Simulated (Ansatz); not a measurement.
Take Ga₂O₃ in the corundum structure (space group R-3c, No. 167; a = 4.9499 Å, c = 13.3058 Å (hexagonal axes)) as the base. Axes: x lies along a and z along c of the hexagonal cell.

All numbers come from LDA (Ansatz, a quantum-chemistry and plane-wave program, PAW, scalar-relativistic without spin-orbit coupling).

Modification: uniaxial strain ε_xx = −2.25 %, all other strain components held at zero, atoms relaxed at fixed cell.

### Question
Predict the stress tensor and what it implies for the stiffness.

### Answer
Stress of the strained cell less that of the base (GPa, compression positive):
```
   9.83    0.00    0.00
   0.00    4.66    0.42
   0.00    0.42    3.57
```

Then −Δσ_ii/ε with ε = -0.0225 gives secant stiffness values (nonlinear terms included at this strain): C11 ≈ 437 GPa, C12 ≈ 207 GPa and C13 ≈ 159 GPa.

As a check, the harmonic strain energy −½ V₀ Δσ:ε is 6.5 meV/atom; the computed energy rise is 6.4 meV/atom.

Whether these cells are dynamically stable was not tested.
